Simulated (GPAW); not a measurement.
GPAW 25.7.0, DFT, PBE, plane waves, PAW datasets of gpaw-data 1.0.1: a series of growing systems, each on 24 ranks. The k mesh and basis are held over the series and aren't claimed converged, least of all for the small cells.

```yaml
task: scf
mode.name: pw
mode.ecut: 500 eV
xc: PBE
k mesh: 2×2×2
kpts.gamma: true
occupations.name: fermi-dirac
occupations.width: 0.1 eV
convergence.density (electrons an electron): 1e-05
maxiter: 150
parallel.kpt: 4
parallel.band: 1
parallel.domain: 6
parallel.sl_auto: false (default)
parallel.augment_grids: false (default)
eigensolver.name: dav (default)
eigensolver.niter: 2 (default)
mixer.backend: pulay (default)
mixer.method: separate (default)
mixer.beta: 0.05 (default)
mixer.nmaxold: 5 (default)
mixer.weight: 50 (default)
convergence.eigenstates (eV² an electron): 4e-08 (default)
convergence.energy (eV an electron): 0.0005 (default)
```

It runs on a single node (Intel Xeon 6 (Granite Rapids), 96 cores on 1 socket, 2 hardware threads a core, 3 L3 cache groups, 3 NUMA nodes).

Wall times, medians of two to five repeats, each run alone on the node (launch to exit). Unless noted, each process is bound to its own block of adjacent cores. The times hold for this build (conda-forge: Open MPI, OpenMP, OpenBLAS, FFTW, ScaLAPACK, ELPA). Scratch files lie in a memory file system.

Measured:

```csv
system,bands,electrons,plane waves,SCF iterations,wall time,peak memory
"fcc Cu, atoms displaced, 4 atoms",31,44,1213,18,2.71 s,1.9 GiB
"fcc Cu, atoms displaced (Cu8), 8 atoms",57,88,2421,20,4.13 s,2.3 GiB
"fcc Cu, atoms displaced (Cu12), 12 atoms",84,132,3638,22,6.72 s,2.8 GiB
```

Still to run:

| system | bands | electrons | plane waves |
|---|---|---|---|
| fcc Cu, atoms displaced (Cu18), 18 atoms | 123 | 198 | 5426 |
| fcc Cu, atoms displaced (Cu27), 27 atoms | 183 | 297 | 8144 |

Problem. Extrapolate to the larger systems: what do they cost?

Solution. The two largest measured give a power of ln(6.72/4.13) / ln(12/8) = 1.20 in the count of atoms; the table sets what it predicts beside the runs.

```json
[
 {"system": "fcc Cu, atoms displaced (Cu18), 18 atoms", "time by that power": "11 s", "SCF iterations": "23", "wall time": "12.4 s", "peak memory": "3.3 GiB"},
 {"system": "fcc Cu, atoms displaced (Cu27), 27 atoms", "time by that power": "18 s", "SCF iterations": "21", "wall time": "25.2 s", "peak memory": "4.8 GiB"}
]
```

From the smallest system to the largest the time grows as the power 1.2 of the count of atoms; from step to step the powers are 0.6, 1.2, 1.5, 1.7. In the smallest, launch, exit and the like take 1.3 s of the 2.7 s. The largest part is start and exit outside the program's clock (49 %) in the smallest system and the band solver (Davidson, Orthonormalize) (61 %) in the largest.
